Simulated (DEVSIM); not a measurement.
System: Schottky contact on p-type InP, at 300 K.

Layer 1 from the left is InP, thickness (μm) 7.70, Na (cm⁻³) 1.5e15, τn (s) 5.5e-9, τp (s) 5.5e-9. Layer 2 from the left is InP, thickness (μm) 22.0, Na (cm⁻³) 1.8e18, τn (s) 5.5e-9, τp (s) 5.5e-9.

Left contact: Schottky, work function 4.834 eV, emission velocity 5.4e6 cm/s. Right contact: ohmic. Voltage is applied to the left contact. Recombination: SRH at mid-gap, Auger. Mobility is μmin + (μ − μmin)/(1 + (N/Nref)^α).

Constants are typed, rounded textbook-type inputs, not results; the design itself was drawn at random and stands for no fabricated device. Values at 300 K.

InP: gap (eV) 1.344, affinity (eV) 4.38, permittivity 12.5, Nc (cm⁻³) 5.7e17, Nv (cm⁻³) 1.1e19, μn (cm²/Vs) 5200, μp (cm²/Vs) 170, μn,min 400, μp,min 10, Nref,n 3e17, Nref,p 4.9e17, αn 0.47, αp 0.62, Cn (cm⁶/s) 9e-31, Cp (cm⁶/s) 9e-31.

Simulated with DEVSIM: 1D drift-diffusion, Boltzmann statistics, complete ionisation; no tunnelling, impact ionisation, image-force lowering or self-heating. Metal contacts follow the ideal Schottky-Mott rule: no Fermi-level pinning, no interface dipoles.

Dark forward current:

```csv
|V| (V),|J| (A/cm²)
0.05,2.237e-8
0.10,1.630e-7
0.15,1.080e-6
0.20,7.110e-6
0.25,4.672e-5
0.30,0.0003051
0.35,0.001970
0.40,0.01243
0.45,0.07375
0.50,0.3610
0.55,1.187
0.60,2.599
0.65,4.400
0.70,6.429
0.75,8.599
0.80,10.86
0.85,13.19
0.90,15.57
0.95,17.98
1.00,20.42
1.05,22.89
1.10,25.37
1.15,27.87
1.20,30.39
1.25,32.92
1.30,35.45
```

Work out the local ideality factor n = ΔV / (kT/q · ln(J2/J1)) between the rows 0.15 and 0.20 V, 1.25 and 1.30 V.

kT/q = 25.85 mV. From 0.15 to 0.20 V: ln(7.110e-6/1.080e-6) = 1.885, n = 1.03, near the 1 of diffusion or emission over a barrier. From 1.25 to 1.30 V: ln(35.45/32.92) = 0.074, n = 26.12; the layers' resistance at their doping, Σ W/(qμN) = 0.019 Ω cm², would take 49 mV of this step of 50 mV.

Estimate the current at 0.25 V for emission alone, J0 = q v N_band exp(−φB/kT), and read the barrier back from the simulated current.

φB = 0.890 eV, N_band = 1.10e19 cm⁻³, J0 = 1.06e-8 A/cm²; J = J0 (exp(qV/kT) − 1) = 0.000168 A/cm². The simulation gives 4.67e-5 A/cm²; the estimate lies 260 % above. Read backwards, the simulated current gives an apparent barrier of 0.923 eV. The estimate leaves out transport through the depletion region and minority injection.
